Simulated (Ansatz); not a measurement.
The parent structure is CsPbBr3 in the cubic perovskite structure (space group Pm-3m, No. 221; a = 5.872 Å).

Level of theory: DFT with PBEsol, PAW potentials and a 420 eV plane-wave cutoff in Ansatz (a quantum-chemistry and plane-wave program), no spin-orbit coupling.

Before the change:

The electron mass comes out as 0.077, 0.74, 0.74 mₑ (at R) and the hole mass is 0.13 mₑ (at R).

The change: every lattice vector is stretched by 0.60 %, atoms relaxed at fixed cell.

Question: What does the calculation give for the mean gap deformation potential ΔEg/Δln V, electron mass and hole mass after the change?

Answer: The mean gap deformation potential ΔEg/Δln V amounts to +4.1 eV; the electron mass (degenerate bands, along [100]) goes from 0.077, 0.74, 0.74 mₑ (at R) to 0.080, 0.76, 0.76 mₑ (at R); the hole mass becomes 0.14 mₑ (at R) (base: 0.13 mₑ (at R)).

Spin-orbit coupling, missing from the scalar runs, can matter with Pb. The cells carry an imposed strain or load. Effective masses come from finite differences of ±0.01 Å⁻¹. Whether these cells are dynamically stable was not tested. Many cubic perovskites are stable only at high temperature; tilts and polar distortions were not tested. This is not the structure that CsPbBr3 has at room temperature and ambient pressure.
